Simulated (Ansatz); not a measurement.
Effect of isotropic strain +1.00 % on Si

Base system: Si in the diamond structure (space group Fd-3m, No. 227; a = 5.4703 Å).

One thing is altered: an isotropic linear strain of +1.00 %; the atoms relax in the strained cell.

Level of theory: PBE (Ansatz, a quantum-chemistry and plane-wave program; PAW; 420 eV plane waves; no SOC). k-mesh 10×10×10 (Γ-centred); smearing 0.05 eV (Fermi–Dirac).

The volume per atom grows by 0.62 Å³, from 20.46 Å³ to 21.08 Å³ and the space group is still Fd-3m (No. 227). The shortest interatomic distance grows by 0.0237 Å, from 2.369 Å to 2.392 Å and the energy increases by 4.9 meV/atom. The pressure goes from zero to -2.49 GPa and the band gap grows by 0.052 eV to 0.67 eV. The gap character remains indirect, Γ → Γ–X (87 % along) and the smallest direct gap falls by 0.04 eV (2.55 eV → 2.51 eV). The mean gap deformation potential ΔEg/Δln V amounts to +1.7 eV and the width of the top valence band falls by 0.12 eV, from 3.76 eV to 3.64 eV. The electron mass remains 0.94 mₑ along k, 0.20 mₑ across (off the special points) and the hole mass (degenerate bands, along [100]) becomes 0.15, 0.28, 0.28 mₑ (at Γ) (base: 0.16, 0.27, 0.27 mₑ (at Γ)). The valley order (the lowest conduction-band minima on the path, energy above the VBM, named in the base's zone) becomes a point along ⟨100⟩, about 1.0 Å⁻¹ from Γ 0.67 eV; L along ⟨111⟩ 1.35 eV (base: a point along ⟨100⟩, about 1.0 Å⁻¹ from Γ 0.61 eV; L along ⟨111⟩ 1.46 eV).

Masses are band curvatures over ±0.01 Å⁻¹ around the edge. Along k means along the line from Γ to the band edge. No phonon test of stability was made.
